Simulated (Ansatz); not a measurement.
Ansatz (an electronic-structure program) run on WS₂ (R3m, 3 atoms in the cell): self-consistent single point

Level of theory: LDA (PW92), default PAW files made with PBE (plane waves; Ansatz).

This input was run:

Ansatz 0.2 input:
```yaml
# WS2
crystal:
  lattice:
    - [1.587658, 0.916635, 6.470331]
    - [-1.587658, 0.916635, 6.470331]
    - [0.000000, -1.833270, 6.470331]
  atoms:
    - { symbol: W, position_ang: [-0.000000, 0.000000, 0.013005] }
    - { symbol: S, position_ang: [-0.000000, -0.000000, 8.038345] }
    - { symbol: S, position_ang: [0.000000, -0.000000, 4.928839] }
basis:
  ecutwfc: 420.0 eV
kpoints:
  mp_grid: { grid: [9, 9, 9] }
hamiltonian:
  xc: lda
  pseudopotentials: { kind: paw }
scf:
  occupations: { method: fixed }
output:
  forces: true
  eigenvalues: true
  stress: true
```

Output (repeated stretches shortened):

```
WARN ansatz: RAYON_NUM_THREADS=1 ignored (pool sized by the plan → 1); use --threads N
basis.fft_grid_basis auto: the FFT boxes are laid along the combinations [[1, 0, -1], [0, 1, -1], [0, 0, 1]] of the cell's own vectors, 3.175, 3.175 and 6.725 …
Pseudopotentials: kind: paw
Pseudopotential: W, paw, valence charge 14
Pseudopotential: S, paw, valence charge 6
Crystal: 3 atoms, lattice volume = 56.498 Å³
Basis set: ecut = 420 eV, 1125 PW (Γ), FFT grids on a1−a3, a2−a3, a3
Bands: 17, of which v1, the nominal top of the filled ones, is band 13 counted from 1 (12 counted from 0)
Symmetry: 6 space group operations
Space group: R3m (ITA 160), of the structure as read, at distance tolerance 3.8e-5 Å
k-points: 85 of 729 (time reversal used)
PAW frozen core: W, regenerated for the run's functional, and the local potential with it
PAW frozen core: S, regenerated for the run's functional, and the local potential with it
Initial density: superposition of atomic densities (neutral atoms: chi_scale 0, normalization atom), corrected by the library's trained network
Initial wavefunctions: pseudopotential atomic-orbital guess
Eigensolver: davidson
Functional: x = slater, c = lda
SCF iter   1: F=—  HF=-11871.657227 eV  |F-HF|=—  |Δ(HF+E_count)|=         —  Δρ=1.05e-2  dr2=1.21e-1  ethr=1.77e-3  ⟨swp⟩=5.0  Hψ=7159  notcnv=0  defer=150
all-band conjugate gradients solve this SCF's bands
preconditioner: auto → none
SCF iter   2: F=—  HF=-11871.700942 eV  |F-HF|=—  |Δ(HF+E_count)|=   4.37e-2  Δρ=1.38e-2  dr2=3.85e-1  ethr=4.64e-4  ⟨swp⟩=3.6  Hψ=3172  notcnv=0  defer=164  recentre
SCF iter   3: F=—  HF=-11871.638922 eV  |F-HF|=—  |Δ(HF+E_count)|=   6.20e-2  Δρ=4.09e-3  dr2=6.31e-3  ethr=4.64e-4  ⟨swp⟩=2.4  Hψ=2270  notcnv=0  defer=165
SCF iter   4: F=—  HF=-11871.638620 eV  |F-HF|=—  |Δ(HF+E_count)|=   3.02e-4  Δρ=8.02e-4  dr2=2.54e-4  ethr=2.43e-5  ⟨swp⟩=2.0  Hψ=2260  notcnv=0  defer=170
SCF iter   5: F=—  HF=-11871.638614 eV  |F-HF|=—  |Δ(HF+E_count)|=   5.78e-6  Δρ=2.14e-4  dr2=5.98e-5  ethr=9.77e-7  ⟨swp⟩=2.0  Hψ=2060  notcnv=0  defer=155
SCF iter   6: F=—  HF=-11871.638603 eV  |F-HF|=—  |Δ(HF+E_count)|=   1.09e-5  Δρ=1.27e-4  dr2=4.73e-6  ethr=2.30e-7  ⟨swp⟩=2.1  Hψ=1952  notcnv=0  defer=53
SCF iter   7: F=—  HF=-11871.638603 eV  |F-HF|=—  |Δ(HF+E_count)|=   1.03e-7  Δρ=3.45e-5  dr2=8.72e-7  ethr=1.82e-8  ⟨swp⟩=2.0  Hψ=2210  notcnv=0  defer=55
SCF iter   8: F=-11871.638603 eV  HF=-11871.638603 eV  |F-HF|=2.03e-8  |Δ(HF+E_count)|=   2.42e-7  Δρ=7.98e-6  dr2=3.20e-8  ethr=3.85e-10  ⟨swp⟩=7.0  Hψ=8237  notcnv=0
SCF 1 converged in 8 iterations: F = -11871.638603 eV  dr2 = 3.20e-8
SCF converged after 8 iterations
Free energy (F): -11871.638603 eV
Harris-Foulkes:  -11871.638603 eV  (|F-HF|=2.03e-8)
Internal energy: -11871.638603 eV  (E = F + TS)
E sigma→0 (E₀):  -11871.638603 eV
Fermi energy:    10.370778 eV
--- Per-component energies (eV) ---
  E_band       = -217.929812
  E_kinetic    = 667.337035
  E_local      = -1999.324990  (includes V_loc(G=0)·N_el)
  E_nonlocal   = 65.151958
  E_hartree    = 803.034062
  E_xc         = -458.578323
  E_vxc        = -415.724959  (∫ρ·V_xc dr)
  E_paw        = -9447.310690  (= ΣΔE_a)
  E_vpaw       = -141.438552  (= ΣTr[D̂ρ^β])
  E_aug_tail   = -0.000062  (compensation charges beyond the density's cutoff)
  E_ewald      = -1502.537141
  E_core_change = 0.589548  (= ΣΔE_core)
  E_smearing   = -0.000000  (= −TS)
  E_closure    = 0.000000  (closes the sum)
  Σ components = -11871.638603   (vs F -11871.638603, Δ=0.00e0)
--- Forces (eV/Å), atoms counted from 1 ---
  atom   1  W      0.00000000     0.00000000     0.00447817
  atom   2  S      0.00000000     0.00000000    -0.17253905
  atom   3  S      0.00000000    -0.00000000     0.16805543
  max |Σ_I F_I| component: 5.46e-6 eV/Å
--- Stress (GPa, compression-positive) ---
       -5.079276       0.000000      -0.000000
        0.000000      -5.079276      -0.000000
       -0.000000      -0.000000      -2.953940
  P = ⅓ Tr σ = -4.3708 GPa (-43.708 kbar)
  The stress holds the Pulay correction. Without it, at fixed plane waves, as pw.x and ABINIT print it: P = -4.3944 GPa
--- Band table (eV; the first three rows and the last of 85) ---
  k-point 0: bands = ["-64.0629", "-28.3473", "-28.1807", "-28.1807", "-4.9964", "-3.1085", "3.1052", "6.9084", "6.9084", "8.1626", "8.1626", "8.6923", "9.3728", "12.7038", "12.7038", "12.9808", "12.9808"]
  k-point 1: bands = ["-64.0609", "-28.3398", "-28.2223", "-28.1904", "-4.7892", "-3.0455", "3.3543", "6.4132", "7.1128", "7.4076", "7.8548", "8.9681", "9.3970", "12.3829", "12.6418", "12.8039", "13.0689"]
  k-point 2: bands = ["-64.0557", "-28.3260", "-28.3208", "-28.2147", "-4.2230", "-2.8741", "3.9410", "5.4619", "6.3606", "7.2366", "7.6414", "8.7020", "9.0670", "11.8413", "12.5068", "13.0597", "13.7545"]
  k-point 84: bands = ["-64.0609", "-28.3398", "-28.2223", "-28.1904", "-4.6755", "-3.2633", "4.0214", "6.4023", "6.6011", "7.1032", "7.8723", "8.2497", "10.0681", "12.5659", "12.7270", "12.7389", "13.1265"]
```

The run converged in 8 iterations.

The starting cell comes from a database of computed structures (which also holds hypothetical and non-ambient phases and stackings), without a prior relaxation at this level. Its lattice was rescaled by up to half a per cent. Spin-orbit coupling is off. With a pressure of about -4 GPa the cell is away from its equilibrium volume at this level. Ansatz's pressure includes its estimate of the finite-basis (Pulay) stress.
